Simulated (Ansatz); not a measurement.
# Effective masses and thermopower of AlAs (F-43m)

Data:

```
AlAs
1.0
    0.00000     2.83740     2.83740
    2.83740     0.00000     2.83740
    2.83740     2.83740     0.00000
Al As
1 1
Direct
  0.00000   0.00000   0.00000
  0.75000   0.75000   0.75000
```

Level of theory: HSE06 with spin-orbit coupling, rigid bands (plane waves, PAW; Ansatz, an electronic-structure program). Geometry: cell and atoms relaxed with PBEsol.

The band gap is 1.99 eV and the electron conductivity mass (300 K, dilute) is 0.32 mₑ. The hole conductivity mass (300 K, dilute) is 0.56 mₑ. The effective density of states N_c (300 K) is 1.6e19 cm⁻³ and the effective density of states N_v (300 K) is 2.3e19 cm⁻³. The density-of-states mass, electrons is 0.75 mₑ, the density-of-states mass, holes is 0.94 mₑ and the Seebeck coefficient, n-type 1e19 cm⁻³, 300 K is -260 μV/K. The best n-type power factor at 300 K for τ = 10 fs (best axis; densities from 1e16 to 1e21 cm⁻³ tried, whether or not they can be reached) comes out as 7.9 μW/(cm·K²) at 3e19 cm⁻³ and the Seebeck coefficient, p-type 1e19 cm⁻³, 300 K is 296 μV/K.

Rigid bands; masses and Seebeck coefficients take one relaxation time τ for all states and one kind of carrier; polarons and phonon drag are left out. Geometry: cell and atoms relaxed with PBEsol.
